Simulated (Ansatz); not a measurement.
# Response to strain in hypothetical diamond Te

The parent structure is Te in the diamond structure (space group Fd-3m, No. 227; a = 7.061 Å; a hypothetical phase, not in the database extracts checked; relaxed with 0.1 eV smearing). Axes: x, y, z lie along the cube axes.

Strains are applied to the cell and any free atomic positions relax; under biaxial strain the out-of-plane vector relaxes too; under stress the whole cell relaxes.

Calculations: Ansatz (an electronic-structure program) PBEsol, no spin-orbit coupling.

Notes on the quantities. energy relative to the base: free energy F.

```csv
case,energy relative to the base,volume per atom,space group
base,0 meV/atom,44.00 Å³,Fd-3m (No. 227)
"biaxial strain +0.85 %, plane normal [001], relaxed out of plane",-1.1 meV/atom,43.48 Å³,I4_1/amd (No. 141)
"biaxial strain −0.76 %, plane normal [110], relaxed out of plane",-119 meV/atom,47.64 Å³,Imma (No. 74)
"uniaxial stress, 5 GPa compression along x",-0.290 eV/atom,30.22 Å³,I4_1/amd (No. 141)
"uniaxial stress, 3 GPa compression along z",-0.303 eV/atom,30.29 Å³,I4_1/amd (No. 141)
tensor shear ε_xy = +0.60 %,-107 meV/atom,44.00 Å³,Imma (No. 74)
"uniaxial stress, 0.5 GPa tension along x",-0.256 eV/atom,32.86 Å³,I4_1/amd (No. 141)
```

Stability under load was not tested beyond the relaxation. Under biaxial strain +0.85 %, plane normal [001], relaxed out of plane, biaxial strain −0.76 %, plane normal [110], relaxed out of plane and tensor shear ε_xy = +0.60 % the cell ends below the base's energy or with stress of the wrong sign: the atoms slid into a distortion or the cell is elastically unstable, so the base is not a stable minimum at this level. Under uniaxial stress, 5 GPa compression along x, uniaxial stress, 3 GPa compression along z and uniaxial stress, 0.5 GPa tension along x the cell changed shape so far that it is another structure.
